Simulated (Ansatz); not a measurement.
Functionals compared on F on the 1x1 (101) surface of anatase TiO2 (cut with top plane O), one in a 2x1 cell, started at the site 'hollow O-O-O over O at depth 4.4 Å', in Ansatz (plane waves, PAW). The structure was relaxed with PBE; the other rows are single points on it, each with its references at the same level. Cutoff 420 eV (500 eV for r2SCAN). The points keep PBE's geometry, so the relaxation of a polaron and the settling of charge on one site are left out.

Host crystal: anatase TiO2, with a band gap (PBE, scalar-relativistic without spin-orbit coupling).

Set-up: 37 atoms, 9.4 Å thick at the start under the adsorbate (thin: gaps and levels are the slab's own); mesh 3x4x1; 0.01 eV smearing; dipole correction on; 14 atoms held, the rest relaxed; no symmetry held; spin-polarised, ending with about 1.0 μB a cell, a value that depends on the mesh; orders that need a larger cell were not tried, no spin-orbit, no U, no dispersion correction. The slab shows no gap over 0.04 eV on its mesh. At the end it is bonded to Ti. In PBE it is, or lies within 0.03 eV of, the lowest of the starts that converged. These notes are the PBE run's. RPBE: The program's check for a lower electronic state was not made. r2SCAN: The program's check for a lower electronic state was not made. Adsorption energies are against ½ F2(g). A negative adsorption energy means that the adsorbate is more stable on the surface than in its reference.

```json
[
 {"functional": "PBE", "adsorption energy (eV)": "-0.80", "work function of the top face (eV)": "8.58", "rough cost of the single point": "–"},
 {"functional": "RPBE", "adsorption energy (eV)": "…", "work function of the top face (eV)": "…", "rough cost of the single point": "roughly 8 core-minutes"},
 {"functional": "r2SCAN", "adsorption energy (eV)": "-0.77", "work function of the top face (eV)": "8.94", "rough cost of the single point": "about 20 core-minutes (a rough figure)"}
]
```

Q: Some entries are withheld; supply them.

A: 
- RPBE, adsorption energy (eV): -0.71
- RPBE, work function of the top face (eV): 8.44

Ansatz is an electronic-structure program.
